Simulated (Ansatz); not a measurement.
Ansatz (a program for electronic structure) run on HfTeSe (P3m1, 3 atoms in the cell): self-consistent single point.

Level of theory: PBEsol, default PAW files made with PBE (plane waves; Ansatz).

```
HfTeSe
1.0
    3.86459     0.00000     0.00000
   -1.93230     3.34683     0.00000
    0.00000     0.00000     6.73573
Hf Te Se
1 1 1
Direct
  0.00000   0.00000   0.98919
  0.66667   0.33333   0.25072
  0.33333   0.66667   0.76752
```

Reference input (self-consistent single point, DFT, PBEsol, plane waves, default PAW files made with PBE): basis.ecutwfc = 420 eV; kpoints.mp_grid.grid = 10 10 5; hamiltonian.xc = pbesol; hamiltonian.pseudopotentials = {kind: paw} (the program's default PAW files); scf.occupations.method = fermi_dirac; scf.occupations.width = 0.1 eV. This run's input differs from it in these lines:

Ansatz 0.2 input:
```diff
@@ -13,3 +13,3 @@
 kpoints:
-  mp_grid: { grid: [10, 10, 5] }
+  mp_grid: { grid: [16, 16, 8] }
 hamiltonian:
@@ -18,3 +18,3 @@
 scf:
-  occupations: { method: fermi_dirac, width: 0.1 eV }
+  occupations: { method: fermi_dirac, width: 1.0 eV }
 output:
```

Output (repeated stretches shortened):

```
SCF iter   1: F=—  HF=-27929.346581 eV  |F-HF|=—  |Δ(HF+E_count)|=         —  Δρ=2.12e-2  dr2=1.12e0  ethr=1.77e-3  ⟨swp⟩=8.7  Hψ=48193  notcnv=0
all-band conjugate gradients solve this SCF's bands
preconditioner: auto → LDOS
SCF iter   2: F=—  HF=-27929.142536 eV  |F-HF|=—  |Δ(HF+E_count)|=   2.04e-1  Δρ=5.50e-3  dr2=3.35e-2  ethr=1.77e-3  ⟨swp⟩=1.0  Hψ=12780  notcnv=0
   [... lines left out ...]
SCF iter   5: F=—  HF=-27929.134598 eV  |F-HF|=—  |Δ(HF+E_count)|=   3.96e-4  Δρ=2.88e-4  dr2=1.51e-4  ethr=2.51e-6  ⟨swp⟩=2.0  Hψ=15795  notcnv=0
SCF iter   6: F=—  HF=-27929.134554 eV  |F-HF|=—  |Δ(HF+E_count)|=   4.38e-5  Δρ=6.70e-5  dr2=7.18e-6  ethr=2.60e-7  ⟨swp⟩=2.0  Hψ=12900  notcnv=0
SCF iter   7: F=—  HF=-27929.134553 eV  |F-HF|=—  |Δ(HF+E_count)|=   8.53e-7  Δρ=1.71e-5  dr2=2.33e-7  ethr=1.24e-8  ⟨swp⟩=2.2  Hψ=17103  notcnv=0
SCF iter   8: F=-27929.134553 eV  HF=-27929.134553 eV  |F-HF|=3.10e-9  |Δ(HF+E_count)|=   2.04e-8  Δρ=3.85e-6  dr2=9.07e-9  ethr=1.72e-10  ⟨swp⟩=7.2  Hψ=45756  notcnv=0
SCF 1 converged in 8 iterations: F = -27929.134553 eV  dr2 = 9.07e-9
Free energy (F): -27929.134553 eV
Internal energy: -27923.618026 eV  (E = F + TS)
E sigma→0 (E₀):  -27926.376289 eV
Entropy (-TS):   -5.516527 eV (-1838.842 meV/atom)
Fermi energy:    10.339095 eV
--- Forces (eV/Å), atoms counted from 1 ---
  atom   1  Hf    -0.00000000    -0.00000000    -0.78978836
  atom   2  Te     0.00000000     0.00000000     1.13374700
  atom   3  Se    -0.00000000    -0.00000000    -0.34393765
--- Stress (GPa, compression-positive) ---
        1.849933       0.000000       0.000000
        0.000000       1.849933       0.000000
        0.000000      -0.000000       3.813077
  P = ⅓ Tr σ = 2.5043 GPa (25.043 kbar)
  The stress holds the Pulay correction. Without it, at fixed plane waves, as pw.x and ABINIT print it: P = 2.4782 GPa
```

The run converged in 8 iterations. Against the reference run the free energy goes down by 751 meV/atom, the pressure goes from -0.70 to 2.50 GPa and the largest force goes from 0.772 to 1.134 eV/Å.

The starting cell comes from a database of computed structures (which also holds hypothetical and non-ambient phases and stackings), without a prior relaxation at this level. Its lattice was rescaled by up to half a per cent. One atom was moved a little off its site on purpose. Spin-orbit coupling is off. Forces in this geometry exceed 1 eV/Å. Ansatz's pressure includes its estimate of the finite-basis (Pulay) stress.

Cost on one core of a shared machine: roughly 90 s.
